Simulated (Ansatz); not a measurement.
Take SiO2 in the rutile structure (space group P4_2/mnm, No. 136; a = 4.236 Å, c = 2.690 Å) as the base.

(Cell as relaxed with PBE.)

Levels (all Ansatz, an electronic-structure program, PAW): PBE (420 eV, no spin-orbit coupling); r2SCAN (500 eV, no spin-orbit coupling).

Each level relaxes its own structure.

```
base                     PBE   r2SCAN
-------------------  -------  -------
volume per atom      8.05 Å³  7.79 Å³
lattice parameter a  4.236 Å  4.185 Å
band gap             5.04 eV  6.51 eV
```

Now apply this change: a hydrostatic pressure of 2.1 GPa.

```csv
quantity,PBE,r2SCAN
"valence-band top at Γ (three highest levels, from the VBM)","0.00, -0.86, -0.86 eV","0.00, -0.89, -0.89 eV"
shift of the gap caused by the change,+0.11 eV,+0.11 eV
lattice parameter a,4.222 Å,4.174 Å
```

PBE's lattice parameter a lies 0.048 Å above r2SCAN's (1.2 %); the two agree on the shift of the gap caused by the change. Neither level is exact; r2SCAN is the comparison here, not a measurement.

Load acts through the strain it causes; cell and atoms are relaxed under it. No phonon test of stability was made.
